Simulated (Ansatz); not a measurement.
The parent structure is WC (space group P-6m2, No. 187; a = 2.884 Å, c = 2.812 Å; relaxed with 0.1 eV smearing). Axes: x lies along a and z along c of the hexagonal cell.

All numbers come from LDA (Ansatz, a quantum-chemistry and plane-wave program; PAW; 420 eV plane waves; without spin-orbit coupling).

Base values:

```
Property                         Value
-----------------------------  -------
Pressure                       0.0 GPa
Shortest interatomic distance  2.179 Å
```

It is then changed as follows: biaxial strain −0.50 %, plane normal [001], relaxed out of plane (Cartesian); in-plane vectors clamped, the third vector and the atoms free.

Question: Estimate the effect on the out-of-plane strain.

Answer: The out-of-plane strain amounts to +0.19 %.

Question: What does the calculation give for the pressure after the change?

Answer: The pressure (mean of the normal stresses, compression positive) goes from zero to 3.2 GPa.

Question: How does this affect the shortest interatomic distance?

Answer: The shortest interatomic distance falls by 0.0046 Å, from 2.179 Å to 2.175 Å.

No phonon test of stability was made. All final runs are without spin polarisation.
